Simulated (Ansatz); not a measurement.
Start from MgTe in the zinc blende structure (space group F-43m, No. 216; a = 6.438 Å). Axes: x, y, z lie along the cube axes.

The values are results of PBEsol (Ansatz, an electronic-structure program; PAW; 420 eV plane waves; no spin-orbit coupling), earlier PAW set, not measurements.

For the base:

```
Quantity                            Result
---------------------  -------------------
Valence-band top at Γ  0.00, 0.00, 0.00 eV
Pressure                          0.00 GPa
Band gap                           2.35 eV
```

It is then changed as follows: biaxial strain −0.80 %, plane normal [110], relaxed out of plane (Cartesian); in-plane vectors clamped, the third vector and the atoms free.

Task: What does the calculation give for the valence-band top at Γ after the change?

Result: The valence-band top at Γ (three highest levels, from the VBM) goes from 0.00, 0.00, 0.00 eV to 0.00, -0.03, -0.10 eV.

Task: What happens to the pressure?

Result: The pressure (mean of the normal stresses, compression positive) goes from zero to 0.29 GPa.

Task: What does the calculation give for the band gap after the change?

Result: The band gap decreases by 0.01 eV to 2.34 eV.

Task: Estimate the effect on the out-of-plane strain.

Result: The out-of-plane strain comes out as +0.81 %.

With Te present, leaving out spin-orbit coupling can change the band edges. Whether these cells are dynamically stable was not tested.
